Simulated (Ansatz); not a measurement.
Cell and atoms of amorphous Ag$_{10}$Ge$_{14}$Se$_{32}$:

```xyz
56
Lattice="11.2446 0.0000 0.0000 0.0000 11.2446 0.0000 0.0000 0.0000 11.2446" Properties=species:S:1:pos:R:3 pbc="T T T"
Ag    11.1484     2.1406     1.3667
Ag    10.7649     7.1531     5.0355
Ag     7.3238     0.1583     1.4254
Ag     3.1095     6.8522     3.2032
Ag     5.6024    11.0711     4.1061
Ag     2.5572     4.9945    10.5066
Ag    10.0716     9.8930     4.2910
Ag     2.8141     1.8869     6.7142
Ag     1.7862     4.7344     6.0908
Ag     7.8049    10.7016     5.9588
Ge     1.0968     5.2855     2.2241
Ge     5.6727     4.1192     2.6675
Ge     4.5724     6.8454     8.0843
Ge     5.0293     7.7552    11.1825
Ge     3.0728     2.0207     3.3867
Ge     9.2494     4.3257     4.5936
Ge     6.9987     7.5474     5.3314
Ge     2.9681    10.4625     1.1914
Ge     9.9716     2.1184     8.0993
Ge    10.7901     9.5547     0.4456
Ge     6.7285     1.5243     8.8680
Ge     4.3904     3.6338     9.4140
Ge    10.8158     9.1840     8.1069
Ge     9.6748     5.9601    10.0567
Se     5.2163    10.2039     0.2672
Se     0.6853     9.9164     6.0429
Se     9.9891    11.1746     2.0071
Se     8.7757     7.0928     6.8295
Se     5.4023     6.7298     2.0576
Se     8.5788     2.1764     3.7658
Se    10.4174     4.2714     6.7332
Se     4.2973     4.6520     7.0814
Se     6.5240     6.8677     9.5644
Se     9.1700     7.8624     0.4422
Se     9.9271     5.8764     2.8940
Se     8.3793     9.2878     8.1750
Se     0.2629     6.9703     8.6548
Se     0.2660    10.8144     9.7315
Se     2.0242     7.2871     5.4396
Se     4.3460     1.1954     8.7877
Se     8.0718    11.1848     9.9766
Se     0.1770     4.3687    11.2161
Se     4.8747     2.2624     4.9028
Se     0.3454     1.1705     6.3373
Se     7.6878     2.9175     1.6246
Se     6.8465     5.1088     4.8313
Se     7.5071     9.2956     3.7418
Se     6.8225     3.6293     9.9941
Se     1.0214     3.2017     3.7386
Se     7.7622     1.8957     6.7435
Se     5.0376     8.4665     6.3401
Se     2.1124     1.2044     0.0931
Se     1.6008     8.4668     1.1918
Se     2.8365    10.8496     3.5575
Se     3.7917     2.7048     1.1959
Se     2.9725     7.5456     9.8503
```

Calculation: PBE-D3(BJ), scalar-relativistic without spin-orbit coupling, PAW (Ansatz default set, large-core Se) (plane waves to 420 eV; Ansatz, a program for electronic structure).

It comes from a melt-quench run on a machine-learned potential (CHGNet), relaxed afterwards by DFT. The hot cell started wider than the set density and was brought back towards it in steps. It is the lowest in DFT energy of 4 quenches. It is a model cell: composition and starting density were chosen by hand, and all elements were melted together. The geometry includes D3(BJ) dispersion. Its density started from a set value of 4.94 and ended at 5.40 g/cm³. The simulated quench (nominally 17 K/ps over its main leg) is rapid and tends to freeze in more defects than a deposited or slowly cooled glass has. Values belong to this one cell and scatter from quench to quench. The volume was free in the relaxation, at fixed shape.

Cut-offs for bonds: Ag-Ag 3.34 Å, Ag-Ge 3.18 Å, Ag-Se 3.00 Å, Ge-Ge 2.85 Å, Ge-Se 2.88 Å, Se-Se 2.76 Å.

Q: Give the coordination numbers, mean bond lengths and angles.

A: 
* **Mean coordination of Ag**: 4.40 (1 with 3, 4 with 4, 5 with 5)
* **Mean coordination of Ge**: 3.86 (2 with 3, 12 with 4)
* **Mean coordination of Se**: 2.94 (7 with 2, 20 with 3, 5 with 4)
* **Mean Ge-Se bond**: 2.472 Å (spread 0.095 Å, 52 counted)
* **Mean Ag-Se bond**: 2.683 Å (spread 0.107 Å, 32 counted)
* **Mean Ag-Ag bond**: 3.009 Å (spread 0.118 Å, 5 counted)
* **Mean Se-Se bond**: 2.544 Å (spread 0.071 Å, 5 counted)
* **Bond angle at Ag**: mean 105.9°, spread 25.0°
* **Bond angle at Ge**: mean 108.0°, spread 12.4°
* **Bond angle at Se**: mean 102.5°, spread 19.1°

Q: List the pairs of like atoms that count as bonded by the rules above.

A: Ag2-Ag7 (2.92 Å), Ag3-Ag5 (3.20 Å), Ag5-Ag10 (2.90 Å), Ag7-Ag10 (2.93 Å), Ag8-Ag9 (3.09 Å), Se26-Se44 (2.54 Å), Se28-Se36 (2.60 Å), Se30-Se45 (2.43 Å), Se36-Se41 (2.63 Å), Se52-Se55 (2.51 Å).
